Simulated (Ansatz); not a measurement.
System: corundum Ga2O3 (metastable phase). Method: HSE06+SOC (Ansatz, a first-principles code, plane waves, PAW).

The input as run:

Ansatz 0.2 input:
```yaml
crystal:
  lattice:
    - [0.0, 2.8752041703, -4.476667]
    - [2.4899998525, -1.4376020851, -4.476667]
    - [-2.4899998525, -1.4376020851, -4.476667]
  atoms:
    - { symbol: Ga, position: [0.8556076396, 0.8556076396, 0.8556076396] }
    - { symbol: Ga, position: [0.3556076396, 0.3556076396, 0.3556076396] }
    - { symbol: Ga, position: [0.1443923604, 0.1443923604, 0.1443923604] }
    - { symbol: Ga, position: [0.6443923604, 0.6443923604, 0.6443923604] }
    - { symbol: O, position: [0.4471933518, 0.0528066482, 0.75] }
    - { symbol: O, position: [0.0528066482, 0.75, 0.4471933518] }
    - { symbol: O, position: [0.5528066482, 0.9471933518, 0.25] }
    - { symbol: O, position: [0.25, 0.5528066482, 0.9471933518] }
    - { symbol: O, position: [0.9471933518, 0.25, 0.5528066482] }
    - { symbol: O, position: [0.75, 0.4471933518, 0.0528066482] }
basis:
  ecutwfc: 460
  ecutrho_ratio: 4
  xc_grid: 2
kpoints:
  mp_grid: { grid: [6, 6, 6] }
hamiltonian:
  xc: hse06
  dispersion: none
  pseudopotentials: { kind: paw }
scf:
  occupations: { method: fermi_dirac, width: 0.01 }
  convergence: { dr2_threshold: 0.000000001 }
output:
  forces: true
  stress: true
  eigenvalues: true
magnetization:
  noncollinear: true
  spin_orbit: true
```

Output (set-up and result lines):

```
WARN output.stress: scf.exx.energy_threshold = 1e-6 eV is looser than the 1e-7 eV advised for a stress under a hybrid functional (1e-8 eV for each atom of the …
Crystal: 10 atoms, lattice volume = 96.149 Å³
Basis set: ecut = 460 eV, 2139 PW (Γ), exchange–correlation on 80×80×80 points (8 copies of the dense FFT grid, shifted against one another)
Bands: 108, of which v1, the nominal top of the filled ones, is band 88 counted from 1 (87 counted from 0)
Symmetry: 12 space group operations + 12 with time reversal
k-points: 32 of 216
Initial density: superposition of atomic densities (chi_scale 0.1, normalization cell, long waves kept (reshape's long-wave potential 0.00 eV rms))
Crystal: 10 atoms, lattice volume = 96.149 Å³
Initial density: handed on by an earlier stage of this run
Crystal: 10 atoms, lattice volume = 96.149 Å³
SCF 3 converged in 5 iterations: F = -18538.760666 eV  dr2 = 4.43e-10
Free energy (F): -18538.760665 eV
Internal energy: -18538.760665 eV  (E = F + TS)
E sigma→0 (E₀):  -18538.760665 eV
Fermi energy:    10.382738 eV
--- Forces (eV/Å), atoms counted from 1 ---
  atom   1  Ga     0.00000000    -0.00000000     0.02377896
  atom   2  Ga    -0.00000000    -0.00000000     0.02377896
  atom   3  Ga    -0.00000000     0.00000000    -0.02377896
  atom   4  Ga     0.00000000     0.00000000    -0.02377896
  atom   5  O      0.03329598    -0.05767033    -0.00000000
  atom   6  O      0.03329598     0.05767033     0.00000000
  atom   7  O     -0.03329598     0.05767033     0.00000000
  atom   8  O      0.06659196    -0.00000000     0.00000000
  atom   9  O     -0.03329598    -0.05767033    -0.00000000
  atom  10  O     -0.06659196    -0.00000000     0.00000000
--- Stress (GPa, compression-positive) ---
        0.349845       0.000000       0.000000
        0.000000       0.349845       0.000000
        0.000000       0.000000       0.262446
  P = ⅓ Tr σ = 0.3207 GPa (3.207 kbar)
```

The PAW data were made under PBE.

Note: cell and atoms aren't relaxed at this level (largest force component 0.07 eV/Å, pressure 0.3 GPa).

It cost roughly 60 core-minutes of CPU time.
